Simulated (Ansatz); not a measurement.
The starting structures come from a database of crystals and need not be the phases stable at ambient conditions.

Consider the following.

```
CELL_PARAMETERS angstrom
      5.27398     0.00000     0.00000
      0.00000     7.45853     0.00000
      0.00000     3.72927     3.72927
ATOMIC_POSITIONS crystal
  S  0.00000 0.00000 0.00000
  S  0.50000 0.50000 0.00000
  Au 0.25000 0.75000 0.50000
  Au 0.75000 0.75000 0.00000
  Au 0.25000 0.25000 0.50000
  Au 0.75000 0.25000 0.00000
```

Space group of this cell: Pn-3m. The cell is taken as given.

Transport runs along the normal of the first two printed cell vectors, the (110) plane of the conventional cell.

No gap correction and no spin-orbit coupling; mid-gap values are interpolated between computed energies.

Q: Give the band gap and the smallest decay constant κ at mid-gap that Ansatz (a first-principles code) with r2SCAN yields.

A: Gap 2.42 eV on a 8×8×8 mesh; κ = 0.171 1/Å, at the zone centre.
